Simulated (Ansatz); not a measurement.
**BeTe (model structure, started from the GeS type, P4/nmm, No. 129, 8 atoms in the cell): properties by level of theory**

```
level (code)         equilibrium volume per atom (Å³/atom)  formation enthalpy (eV/atom)
-------------------  -------------------------------------  ----------------------------
PBE (Ansatz)                                         28.10                        -0.268
PBEsol (Ansatz)                                          ?                             ?
PBE-D3(BJ) (Ansatz)                                  22.46                        -0.180
```

Task: Fill in the missing entries.

Result: 
- PBEsol (Ansatz, an electronic-structure program), equilibrium volume per atom (Å³/atom): 23.58
- PBEsol (Ansatz), formation enthalpy (eV/atom): -0.238

Ansatz's density-functional and Hartree–Fock values are scalar-relativistic unless marked +SOC, with PAW data made under PBE.

Static lattice: no zero-point or thermal effects.

A model structure was made by putting elements into a prototype or built by hand; it is no filed structure, need not be a known phase, and can be a saddle point held by its symmetry.
